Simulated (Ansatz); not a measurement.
The parent structure is Zr in the hcp (Mg type) structure (space group P6_3/mmc, No. 194; relaxed with 0.1 eV smearing).

```yaml
crystal:
  lattice:
    - [3.18294, 0.00000, 0.00000]
    - [-1.59147, 2.75651, 0.00000]
    - [0.00000, 0.00000, 5.12410]
  atoms:
    - { symbol: Zr, position: [0.33333, 0.66667, 0.75000] }
    - { symbol: Zr, position: [0.66667, 0.33333, 0.25000] }
```

Cartesian axes are those of the cell as printed.

Computed with PBEsol, PAW, 420 eV (Ansatz, a quantum-chemistry and plane-wave program; spin-orbit coupling left out), earlier PAW set.

For the base:

```
Quantity                           Result
-----------------------------  ----------
Shortest interatomic distance  5.958 bohr
```

One thing is altered: tensor shear ε_xz = +0.14 % (engineering shear γ = 0.0028), atoms relaxed at fixed cell.

Question: Estimate the effect on the energy relative to the base, shortest interatomic distance and stress.

Answer: The energy stays essentially unchanged; the shortest interatomic distance drops by 0.007 bohr to 5.951 bohr; the stress (xx, yy, zz, yz, xz, xy; compression positive) is (0.0, 0.0, 0.0, 0.0, -0.1, 0.0) GPa.

The cells carry an imposed strain or load. No phonon test of stability was made. The final runs are not spin-polarised.
